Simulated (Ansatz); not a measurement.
MgAlNO (model structure, started from the AlSiCN type, P3m1, No. 156, 4 atoms in the cell) was calculated with LDA (Ansatz, a program for electronic structure, PAW).

Run with plane-wave cutoff 520 eV, 12×12×6 k mesh (along the axes of the cell as run), Fermi–Dirac smearing 0.01 eV, scalar-relativistic PAW data made under PBE.

Computed at the level's own relaxed cell.

```xyz
4
Lattice="3.1501 0.0000 0.0000 -1.5751 2.7281 0.0000 0.0000 0.0000 5.0250" Properties=species:S:1:pos:R:3 pbc="T T T"
Al     0.0000     1.8187     2.5280
Mg     1.5751     0.9094     5.0596
O      0.0000     1.8187     0.7062
N      1.5751     0.9094     3.0123
```

**Question.** List the 10 lowest band energies at Γ above −25 eV (eV, relative to the valence band maximum), grouping those that round alike.

**Answer.** At Γ: -17.44, -12.96, -5.26, -1.87 (×2), -0.38, 0.00 (×2), 3.55, 7.46.

Note: the relaxation could raise the start's symmetry but not lower it, so the cell can be a saddle point.

A model structure was made by putting elements into a prototype or built by hand; it is no filed structure, need not be a known phase, and can be a saddle point held by its symmetry.
